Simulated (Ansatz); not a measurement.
**tetragonal WSi2 (1 1 0) on antifluorite Mg2Si (1 1 1) (film strained to the substrate, started from cuts of the bulks and a machine-learned relaxation; slabs Mg8Si4 and Si8W4, which can lie off the formulas)**

A periodic stack without vacuum, tetragonal WSi2 (1 1 0) on antifluorite Mg2Si (1 1 1) (film strained to the substrate, started from cuts of the bulks and a machine-learned relaxation; slabs Mg8Si4 and Si8W4, which can lie off the formulas): substrate slab Mg8Si4, film Si8W4, surface cells [[0, 1], [-1, 0]] and [[-1, -1], [1, 0]], film strained by -1.5 and -0.9 %, outermost planes Mg/Mg and SiW/SiW as cut, which need not be the usual terminations and can put a slab off its formula.

The start was prepared with a machine-learned potential, and the result is one local minimum, with the in-plane cell held and forces under 0.04 eV/Å; the film can end far from its bulk form.

Method: PBE (plane waves to 420 eV, PAW; Ansatz, a program for electronic structure). Spin–orbit coupling is left out; the runs are not spin-polarised. Its k-point mesh 8×8×1, Fermi–Dirac width 0.05 eV.

- interface area = 17.5 Å²
- period = 23.30 Å
- heights between the nearest atoms of the two slabs at the two interfaces = 2.25 and 2.25 Å
- Mg–W contacts across the interfaces within 1.22 times the sum of covalent radii = 4, mean 3.22 Å
- Mg–Si contacts across the interfaces within 1.22 times the sum of covalent radii = 4, mean 2.66 Å
- Si–W contacts across the interfaces within 1.22 times the sum of covalent radii = 2, mean 2.77 Å

```
Mg2WSi3
1.0
    4.49830    -0.00206     0.10333
   -2.25073     3.89493     0.09509
   -0.73822     1.91966    23.37606
Mg Si W
8 12 4
Cartesian
  2.21282   1.80371   1.38449
 -0.01368   3.02616   2.76702
 -2.16239   4.21000   4.53563
  2.30624   1.54557   6.39934
  0.03035   2.77909   8.24991
 -2.25596   4.01482  10.10399
  2.34396   1.31645  11.87931
  0.11698   2.54176  13.26837
 -2.25116   4.36533   1.71400
  0.07550   2.87454   5.48967
  2.25934   1.45010   9.15900
 -2.16852   3.87788  12.92828
 -0.78951   5.48597  15.61239
 -0.82645   2.90857  15.60030
  2.49342   3.47845  17.90742
  0.25313   4.77248  17.89667
 -0.93049   5.33894  20.22453
 -0.91930   2.73819  20.11832
  2.40026   3.30709  22.42906
  0.11151   4.62517  22.50666
  1.45505   4.19087  15.64457
  0.25638   2.17385  17.83175
  1.31780   4.04243  20.19574
  0.11827   2.02640  22.38236
```
